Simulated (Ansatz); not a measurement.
System: C-vacancy pair (C on one host N site, one N site vacant) in wurtzite AlN (neutral cell). All values below come from PBE, PAW (plane waves to 420 eV; Ansatz, an electronic-structure program).

Settings: 72 host sites, the relaxed PBE lattice, the Γ point alone, smearing 0.01 eV, spin-restricted, no image-charge correction. Static, classical nuclei. The charge state is imposed; whether it is stable for some Fermi level was not computed. Forms of the defect that were not tried may lie lower. The start lies 0.16 eV above the lowest site run (PBE).

Barriers: single points on a 2×2×2 k-point mesh shifted by half a step along c at the bands' geometries (they differ from the bands' own by up to 0.45 eV, and are uncertain by about as much).

Relaxed starting cell (atoms counted from 1):

```
CELL_PARAMETERS angstrom
      9.39076     0.00000     0.00000
     -4.69538     8.13264     0.00000
      0.00000     0.00000    10.03632
ATOMIC_POSITIONS crystal
  Al 0.22137 0.11120 0.25226
  Al 0.21625 0.10865 0.74222
  Al 0.22093 0.44352 0.24927
  Al 0.22076 0.44525 0.75042
  Al 0.22093 0.77844 0.24927
  Al 0.22075 0.77653 0.75042
  Al 0.55583 0.11160 0.24756
  Al 0.55604 0.11036 0.75056
  Al 0.55584 0.44527 0.24756
  Al 0.55602 0.44668 0.75054
  Al 0.55540 0.77822 0.25029
  Al 0.55548 0.77826 0.74895
  Al 0.88984 0.11193 0.24954
  Al 0.88656 0.11032 0.75040
  Al 0.88889 0.44496 0.24912
  Al 0.88887 0.44495 0.74984
  Al 0.88985 0.77894 0.24954
  Al 0.88656 0.77727 0.75040
  Al 0.10981 0.22389 0.49975
  Al 0.11074 0.22245 0.99743
  Al 0.11073 0.55588 0.49888
  Al 0.11071 0.55587 0.00012
  Al 0.10981 0.88694 0.49975
  Al 0.11074 0.88932 0.99743
  Al 0.44588 0.22346 0.48428
  Al 0.44267 0.22186 0.99839
  Al 0.44248 0.55456 0.49754
  Al 0.44330 0.55607 0.99985
  Al 0.44248 0.88895 0.49754
  Al 0.44329 0.88825 0.99985
  Al 0.77847 0.22333 0.49847
  Al 0.77794 0.22297 0.99980
  Al 0.77848 0.55617 0.49847
  Al 0.77795 0.55600 0.99979
  Al 0.77852 0.88978 0.49810
  Al 0.77689 0.88896 0.00041
  C  0.22124 0.11113 0.44734
  N  0.22260 0.11182 0.93514
  N  0.22096 0.44682 0.44020
  N  0.22220 0.44565 0.94082
  N  0.22097 0.77517 0.44019
  N  0.22219 0.77757 0.94082
  N  0.55863 0.11214 0.44016
  N  0.55469 0.11138 0.93994
  N  0.55864 0.44753 0.44016
  N  0.55471 0.44435 0.93995
  N  0.55489 0.77796 0.44139
  N  0.55479 0.77791 0.94002
  N  0.88642 0.11210 0.44071
  N  0.88706 0.11058 0.94060
  N  0.88853 0.44477 0.44048
  N  0.88842 0.44472 0.94052
  N  0.88641 0.77534 0.44070
  N  0.88707 0.77752 0.94060
  N  0.11054 0.22256 0.18743
  N  0.10837 0.22514 0.69335
  N  0.11068 0.55586 0.19036
  N  0.11014 0.55558 0.69084
  N  0.11055 0.88902 0.18742
  N  0.10837 0.88426 0.69334
  N  0.44556 0.22330 0.18841
  N  0.44436 0.55604 0.19080
  N  0.44270 0.55372 0.68978
  N  0.44436 0.88935 0.19079
  N  0.44269 0.89001 0.68977
  N  0.77772 0.22262 0.19012
  N  0.77591 0.22323 0.69039
  N  0.77773 0.55613 0.19012
  N  0.77591 0.55369 0.69039
  N  0.77723 0.88912 0.19123
  N  0.77687 0.88895 0.69033
```

End state 1 differs by these moves (Å; atoms that move under 0.08 Å are left out):

```csv
atom,element,Δx,Δy,Δz
1,Al,0.01,0.00,-0.12
2,Al,0.03,0.02,0.08
25,Al,0.07,0.04,0.19
37,C,1.56,0.90,2.45
38,N,-0.03,-0.02,0.09
```

Q: What forward and backward barriers to end state 1 does PBE, PAW give?

A: forward 3.97 eV, backward 3.94 eV; at the saddle point atom 37 has neighbours Al at 1.82, Al at 1.92, 2 Al at 2.30 Å. The saddle point's order was not checked, and it lies on a symmetry element of the cell, where a band can be held.

End state 2 differs by these moves (Å; atoms that move under 0.08 Å are left out):

| atom | element | Δx | Δy | Δz |
|---|---|---|---|---|
| 2 | Al | 0.04 | 0.02 | -0.68 |
| 19 | Al | -0.06 | 0.03 | -0.05 |
| 23 | Al | 0.00 | -0.07 | -0.05 |
| 25 | Al | 0.07 | 0.04 | 0.11 |
| 37 | C | 0.00 | 0.00 | 0.13 |
| 38 | N | 1.61 | 0.93 | -2.46 |

Q: Estimate the forward and backward barriers to end state 2 that PBE, PAW returns for this input.

A: forward 3.80 eV, backward 3.95 eV; at the saddle point atom 38 has neighbours Al at 1.82, Al at 1.86 Å. The saddle point's order was not checked, and it lies on a symmetry element of the cell, where a band can be held.

End state 3 differs by these moves (Å; atoms that move under 0.08 Å are left out):

| atom | element | Δx | Δy | Δz |
|---|---|---|---|---|
| 25 | Al | -0.01 | -0.02 | 0.15 |
| 33 | Al | -0.01 | 0.00 | -0.12 |
| 69 | N | -1.52 | -2.67 | 0.02 |

Q: What forward and backward barriers to end state 3 does PBE, PAW give?

A: forward 4.28 eV, backward 3.97 eV; at the saddle point atom 69 has neighbours Al at 1.78, Al at 2.10, Al at 2.19, Al at 2.22, Al at 2.30 Å. The saddle point's order was not checked.
